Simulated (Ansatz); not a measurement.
Take NbP (space group I4_1md, No. 109; a = 3.320 Å, c = 11.288 Å) as the base.

Calculations: PBEsol, PAW, 420 eV (Ansatz, a first-principles code; no SOC).

One change was made to it. Results:

```json
[
 {"quantity": "density", "base": "6.61 g/cm³", "after": "8.35 g/cm³"},
 {"quantity": "c/a ratio", "base": "3.399", "after": "3.221"},
 {"quantity": "shortest interatomic distance", "base": "251.8 pm", "after": "234.3 pm"}
]
```

**Question.** What was done to the base?
(A) pressure 75 GPa
(B) pressure 3 GPa
(C) pressure 7 GPa
(D) pressure 15 GPa
(E) pressure −1 GPa

**Answer.** A, pressure 75 GPa. For comparison, the density in the other runs: pressure −1 GPa gives 6.58 g/cm³; pressure 3 GPa gives 6.71 g/cm³; pressure 7 GPa gives 6.83 g/cm³; pressure 15 GPa gives 7.06 g/cm³.

Load acts through the strain it causes; cell and atoms are relaxed under it. Whether these cells are dynamically stable was not tested. Competing high-pressure phases were not computed. The final runs are not spin-polarised.
